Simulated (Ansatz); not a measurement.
**La2O3 (within 0.1 Å of P-3m1, No. 164, 15 atoms in the cell; start mp-557691)**

Calculation: r²SCAN (Ansatz, an electronic-structure program, PAW).

Run with plane-wave cutoff 560 eV, 10×10×4 k mesh (along the axes of the cell as run), Fermi–Dirac smearing 0.01 eV, scalar-relativistic PAW data made under PBE.

Cell (relaxed with PBEsol):

```
La2O3
1.0
    6.92030    -1.95315    -0.16583
    6.92030     1.95315    -0.16583
   -1.75074     0.00000     8.89884
La O
6 9
Direct
  0.30716   0.30716   0.85962
  0.69284   0.69284   0.14038
  0.64043   0.64043   0.52611
  0.35957   0.35957   0.47389
  0.02628   0.02628   0.80703
  0.97372   0.97372   0.19297
  0.15991   0.15991   0.67341
  0.84009   0.84009   0.32659
  0.16645   0.16645   0.33317
  0.83355   0.83355   0.66683
  0.50698   0.50698   0.65974
  0.49302   0.49302   0.34026
  0.17356   0.17356   0.99306
  0.82644   0.82644   0.00694
  0.50000   0.50000   0.00000
```

* **band gap**: 4.23 eV
* **smallest direct gap on the k points sampled**: 4.34 eV
* **direct gap at Γ**: 4.84 eV

Note: cell and atoms aren't relaxed at this level (largest force component 0.12 eV/Å, pressure 4.0 GPa).

Spin–orbit coupling is not included.

Computed values are for the static lattice.

Cost on a shared machine: very roughly 13 core-minutes.

A start named mp-… is a Materials Project structure, which need not be a measured phase.
